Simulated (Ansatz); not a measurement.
The starting structures come from a database of crystals and need not be the phases stable at ambient conditions.

Inside the gap of an insulator the Bloch states are evanescent, with a wavenumber k + iκ along the transport direction.

```yaml
crystal:
  lattice:
    - [6.42483, 0.00000, 0.00000]
    - [3.21242, 10.00309, 0.00000]
    - [0.00000, 0.15965, 5.88645]
  atoms:
    - { symbol: Cs, position: [0.26779, 0.00000, 0.75000] }
    - { symbol: Cs, position: [0.73221, 0.00000, 0.25000] }
    - { symbol: Sb, position: [0.07936, 0.33172, 0.26230] }
    - { symbol: Sb, position: [0.92064, 0.66828, 0.73770] }
    - { symbol: Sb, position: [0.41108, 0.66828, 0.23770] }
    - { symbol: Sb, position: [0.58892, 0.33172, 0.76230] }
    - { symbol: F, position: [0.22286, 0.74308, 0.97162] }
    - { symbol: F, position: [0.77714, 0.25692, 0.02838] }
    - { symbol: F, position: [0.96594, 0.25692, 0.52838] }
    - { symbol: F, position: [0.03406, 0.74308, 0.47162] }
    - { symbol: F, position: [0.66829, 0.69604, 0.09265] }
    - { symbol: F, position: [0.33171, 0.30396, 0.90735] }
    - { symbol: F, position: [0.36433, 0.30396, 0.40735] }
    - { symbol: F, position: [0.63567, 0.69604, 0.59265] }
    - { symbol: F, position: [0.79503, 0.86244, 0.79375] }
    - { symbol: F, position: [0.20497, 0.13756, 0.20625] }
    - { symbol: F, position: [0.65747, 0.13756, 0.70625] }
    - { symbol: F, position: [0.34253, 0.86244, 0.29375] }
    - { symbol: F, position: [0.00000, 0.50000, 0.50000] }
    - { symbol: F, position: [0.50000, 0.50000, 0.00000] }
```

Space group of this cell: C2/c. The cell is taken as given; by PBEsol its mean pressure is 1.1 GPa.

Transport runs along the normal of the first two printed cell vectors.

No gap correction and no spin-orbit coupling; mid-gap values are interpolated between computed energies.

Task: Predict the band gap and the smallest decay constant κ at mid-gap from PBEsol (Ansatz, a quantum-chemistry and plane-wave program).

Result: Gap 4.12 eV on a 6×6×6 mesh; κ = 0.438 1/Å, at (0.000, 0.500) of the in-plane reciprocal vectors. At the zone centre, at the nearest computed energy, the slowest state has κ = 0.45 1/Å.
